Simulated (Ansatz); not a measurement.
Amorphous cells of 8 compositions: the gap between the highest filled and lowest empty level at the zone centre, by PBE and by a single point of HSE06 on the same geometry (PBE, scalar-relativistic without spin-orbit coupling (plane waves to 420 eV, PAW; Ansatz, an electronic-structure program); exact exchange cut at the cells' faces). The networks come from melt-quench runs on the CHGNet potential at compositions and starting densities chosen by hand, with anions pushed apart in the CHGNet dynamics, and DFT then relaxed them. The cells are small and were quenched far faster than real films, so single cells scatter. Defect or tail levels can set these gaps. The rows are the first to finish with both values and no moments.

| cell | PBE gap x (eV) | HSE06 gap y (eV) |
|---|---|---|
| A (Zr20O41Cu2, 5.36 g/cm3) | 2.34 | 3.72 |
| B (Ti20O45P2, 3.45 g/cm3) | 2.58 | 4.05 |
| C (Ti20O43W, 3.57 g/cm3) | 2.60 | 4.14 |
| D (Ti20O45Nb2, 3.72 g/cm3) | 2.64 | 4.16 |
| E (Ti20O43Y2, 3.74 g/cm3) | 2.73 | 4.26 |
| F (Zr20O41Ag2, 5.46 g/cm3) | 3.19 | withheld |
| G (Zr20O41K2, 5.24 g/cm3) | 3.42 | 4.90 |
| H (Zr20O41Ba, 5.35 g/cm3) | 3.63 | 5.16 |

Question: Fit a straight line through the 7 full rows and predict the withheld value for F (Zr20O41Ag2, 5.46 g/cm3).

Answer: Means: x = 2.849, y = 4.341. Slope = Σ(Δx Δy) / Σ(Δx²) = 1.451 / 1.387 = 1.05; the r.m.s. residual is 0.048. Prediction: 4.341 + 1.05 × (3.19 − 2.849) = 4.70. The run gave 4.67, 0.03 below the line.
